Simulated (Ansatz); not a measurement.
Consider this model of amorphous Ga24O39Lu2.

```xyz
65
Lattice="9.0744 0.0948 -0.1088 0.0948 9.6925 0.1355 -0.1088 0.1355 9.2888" Properties=species:S:1:pos:R:3 pbc="T T T"
Ga     4.3635     7.5827     4.4101
Ga     0.3731     0.9868     5.7229
Ga     7.1012     3.1620     4.9779
Ga     8.5619     0.8797     2.1434
Ga     3.8770     6.0552     7.4375
Ga     2.3707     0.7144     2.6549
Ga     5.4656     5.8081     1.8865
Ga     5.8521     0.4901     4.2948
Ga     5.7446     3.9074     8.3346
Ga     0.7219     4.6338     5.0452
Ga     3.1457     9.2797     6.7476
Ga     0.1076     3.7105     7.7053
Ga     7.4762     6.9046     4.7121
Ga     5.4285     2.2843     1.7937
Ga     2.8195     7.0369     0.8504
Ga     2.0799     3.4648     1.1251
Ga     6.9353     7.2336     8.1241
Ga     0.6477     7.0866     7.4060
Ga     1.3312     0.9830     8.6621
Ga     2.9120     5.0858     3.3894
Ga     7.9334     4.1242     1.3496
Ga     5.8837     8.9489     1.1521
Ga     1.3307     8.0119     4.2123
Ga     8.7206     7.4113     1.5884
O      7.7542     9.0995     1.5293
O      7.4867     2.3831     2.1560
O      1.4909     7.6348     1.9338
O      5.7272     4.0968     1.2120
O      1.5183     2.9355     8.6966
O      4.6609     7.4445     1.3512
O      0.7442     5.2592     6.8547
O      3.1038     5.1227     1.5189
O      6.0889     8.1873     4.2720
O      3.0642     8.8589     3.8151
O      8.6801     7.6874     3.5779
O      4.8093     0.5449     5.9574
O      7.7339     4.0560     8.7259
O      3.9431     4.2166     7.3410
O      8.6568     7.2549     8.9130
O      1.7995     6.1716     4.4066
O      6.0783     8.8523     8.6039
O      1.0826     0.7944     1.2356
O      5.4663     2.5582     4.0209
O      6.1473     3.0476     6.6078
O      8.8335     0.9786     7.5104
O      2.3978     3.7018     4.5036
O      7.4644     1.0833     5.1262
O      0.6192     4.0972     2.0331
O      5.6138     5.9370     8.2429
O      4.6481     5.8564     3.6680
O      2.2412     1.2666     6.0898
O      9.0173     3.0688     5.7670
O      7.3625     6.0100     1.7300
O      3.9518     7.5177     6.2324
O      0.7190     0.5596     3.7540
O      7.8139     7.3503     6.4790
O      7.8208     4.9861     4.5225
O      5.5843     2.0742     9.0907
O      5.2703     0.4530     2.3749
O      2.4030     6.7165     8.3886
O      1.2742     8.4588     6.1533
O      3.2835     2.2380     1.9965
O      2.8135     9.4960     8.5827
Lu     3.8882     2.7045     5.7652
Lu     6.5809     0.9926     7.4328
```

Computed with PBE, scalar-relativistic without spin-orbit coupling (plane waves to 420 eV, PAW; Ansatz, a first-principles code).

Preparation: random packing, a CHGNet melt and quench, and a DFT relaxation. O atoms were pushed apart under 1.9 Å during the dynamics, to hinder bonds among them. The hot cell started wider than the set density and was brought back towards it in steps. It is the lowest in DFT energy of 2 quenches. It is a model cell: composition and starting density were chosen by hand, and all elements were melted together. No dispersion term was used. Its density started from a set value of 5.38 and ended at 5.38 g/cm³. Cooling (nominally 330 K/ps over its main leg) ran many orders faster than in experiment, which tends to leave more defects and strain. One small periodic cell is one sample of the glass; other quenches scatter about these values. The volume was held where the preparation left it and the shape relaxed, at a PBE pressure of -3.8 GPa (tension). Stress components on the final sampling reach 4.0 GPa.

Bonds are counted up to Ga-Ga 2.68 Å, Ga-O 2.54 Å, Ga-Lu 3.40 Å, O-O 1.58 Å, O-Lu 2.78 Å, Lu-Lu 4.11 Å. Two cations that share two anions don't count as bonded, nor two that share one unless they lie closer than Ga-Ga 2.61 Å, Ga-Lu 3.31 Å, Lu-Lu 4.00 Å.

Task: Give the coordination numbers, mean bond lengths and angles.

Result: 
- Mean coordination of Ga by anions = 4.67 (12 with 4, 8 with 5, 4 with 6)
- Mean coordination of O = 3.18 (2 with 2, 28 with 3, 9 with 4)
- Mean coordination of Lu by anions = 6.00 (2 with 6)
- Mean Ga-O bond = 1.968 Å (spread 0.118 Å, 112 counted)
- Mean O-Lu bond = 2.289 Å (spread 0.096 Å, 12 counted)
- Bond angle at Ga = mean 107.0°, spread 25.3°
- Bond angle at O = mean 113.9°, spread 16.3°
- Bond angle at Lu = mean 102.0°, spread 27.0°

Task: List the pairs of like atoms that count as bonded by the rules above.

Result: There are none by these rules.
